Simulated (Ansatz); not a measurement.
## Effect of biaxial strain −1.00 %, plane normal [001], relaxed out of plane on BeS

Start from BeS in the zinc blende structure (space group F-43m, No. 216; a = 4.8686 Å). Axes: x, y, z lie along the cube axes.

Now apply this change: biaxial strain −1.00 %, plane normal [001], relaxed out of plane (Cartesian); in-plane vectors clamped, the third vector and the atoms free.

Level of theory: r2SCAN (Ansatz, an electronic-structure program; PAW; 500 eV plane waves; without spin-orbit coupling). Γ-centred 12×12×12 mesh, Fermi–Dirac width 0.05 eV.

The volume per atom drops by 0.18 Å³, from 14.43 Å³ to 14.25 Å³ and the space group changes from F-43m (No. 216) to I-4m2 (No. 119). The shortest interatomic distance drops by 0.0086 Å, from 2.108 Å to 2.100 Å and the energy goes up by 1.6 meV/atom. The band gap drops by 0.11 eV, from 3.59 eV to 3.48 eV and the gap character amounts to indirect, Γ → X. The smallest direct gap drops by 0.04 eV (6.22 eV → 6.18 eV) and the electron mass becomes 0.77 mₑ along k, 0.29 mₑ across (at X) (base: 0.79 mₑ along k, 0.29 mₑ across (at X)). The valence-band top at Γ (three highest levels, from the VBM) changes from 0.00, 0.00, 0.00 eV to 0.00, 0.00, -0.10 eV and the valley order (the lowest conduction-band minima on the path, energy above the VBM, named in the base's zone) becomes X along [010] 3.48 eV; X along [001] 3.63 eV (base: X along ⟨100⟩ 3.59 eV). The out-of-plane strain comes out as +0.76 % and the ratio −ε⊥/ε∥ comes out as 0.76. The mean in-plane stress (compression positive) comes out as +1.9 GPa.

Final structure (turned so that z lies along the plane normal):

```
CELL_PARAMETERS angstrom
      3.40821     0.00000     0.00000
      0.00000     3.40821     0.00000
      1.70411    -1.70411     2.45293
ATOMIC_POSITIONS crystal
  Be 0.00000 0.00000 0.00000
  S  0.75000 0.75000 0.50000
```

Masses are band curvatures over ±0.01 Å⁻¹ around the edge. Along k means along the line from Γ to the band edge. No phonon test of stability was made. k-point labels follow each cell's own Brillouin zone.
